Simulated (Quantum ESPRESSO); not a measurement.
Worked example: self-consistent single point of Ag₃Pd (I4/mmm, 4 atoms in the cell) in Quantum ESPRESSO.

Method: LDA (PZ), PSlibrary ultrasoft (LDA) pseudopotentials (plane waves; Quantum ESPRESSO 7.5).

The change in words: lattice scaled by 0.98. Reference geometry:
```xyz
4
Lattice="2.0344 -2.0344 4.0205 2.0344 2.0344 4.0205 -2.0344 -2.0344 4.0205" Properties=species:S:1:pos:R:3 pbc="T T T"
Ag    -2.0344     0.0000     2.0102
Ag     0.0000     2.0344     2.0102
Ag     0.0000     0.0000     4.0205
Pd     0.0000     0.0000     0.0000
```

Reference input (self-consistent single point, DFT, LDA (PZ), plane waves, PSlibrary ultrasoft (LDA) pseudopotentials): ecutwfc = 50 Ry; ecutrho = 600 Ry; occupations = smearing; smearing = fd; degauss = 0.0099958 Ry; potentials = {Ag: Ag.pz-n-rrkjus_psl.1.0.0.UPF, Pd: Pd.pz-n-rrkjus_psl.1.0.0.UPF}; K_POINTS = automatic 9 9 9 0 0 0; conv_thr = 1e-10 Ry; mixing_beta = 0.4. This run's input differs from it in these lines:

```diff
@@ -10,4 +10,4 @@
  ibrav = 7
- A = 4.068850000
- C = 8.040910000
+ A = 3.987472000
+ C = 7.880092000
  nat = 4
```

Log, with long lists cut:

```
     Self-consistent Calculation

     iteration #  1     ecut=    50.00 Ry     beta= 0.40

     Threshold (ethr) on eigenvalues was too large:
     Diagonalizing with lowered threshold

     total energy              =    -320.32533980 Ry
     estimated scf accuracy    <       0.06014230 Ry

     iteration #  2     ecut=    50.00 Ry     beta= 0.40

     total energy              =    -320.33467524 Ry
     estimated scf accuracy    <       0.01968244 Ry

     iteration #  3     ecut=    50.00 Ry     beta= 0.40

     total energy              =    -320.33874494 Ry
     estimated scf accuracy    <       0.00502351 Ry

   [... 6 blocks of this kind left out ...]

     iteration # 10     ecut=    50.00 Ry     beta= 0.40

     total energy              =    -320.33931281 Ry
     estimated scf accuracy    <          2.5E-09 Ry

     iteration # 11     ecut=    50.00 Ry     beta= 0.40
     End of self-consistent calculation

     the Fermi energy is    13.5655 ev

!    total energy              =    -320.33931281 Ry
     estimated scf accuracy    <          1.8E-11 Ry
     smearing contrib. (-TS)   =      -0.00507549 Ry
     internal energy E=F+TS    =    -320.33423732 Ry

     convergence has been achieved in  11 iterations

     Forces acting on atoms (cartesian axes, Ry/au):

     atom    1 type  1   force =    -0.00000000   -0.00000000    0.00000000
   [... zero for the other atoms too ...]

     Total force =     0.000000     Total SCF correction =     0.000000

          total   stress  (Ry/bohr**3)                   (kbar)     P=      -24.26
  -0.00016129  -0.00000000  -0.00000000          -23.73       -0.00       -0.00
   0.00000000  -0.00016129   0.00000000            0.00      -23.73        0.00
  -0.00000000   0.00000000  -0.00017213           -0.00        0.00      -25.32

   JOB DONE.
```

The run converged in 11 iterations. Against the reference run the free energy falls by 30.0 meV/atom and the pressure goes from -10.26 to -2.43 GPa.

The starting cell comes from a database of computed structures (which also holds hypothetical and non-ambient phases and stackings), without a prior relaxation at this level. For this run, on top of that: lattice scaled by 0.98. Spin polarisation is off.

Cost on one core of a shared machine: roughly 2 min.
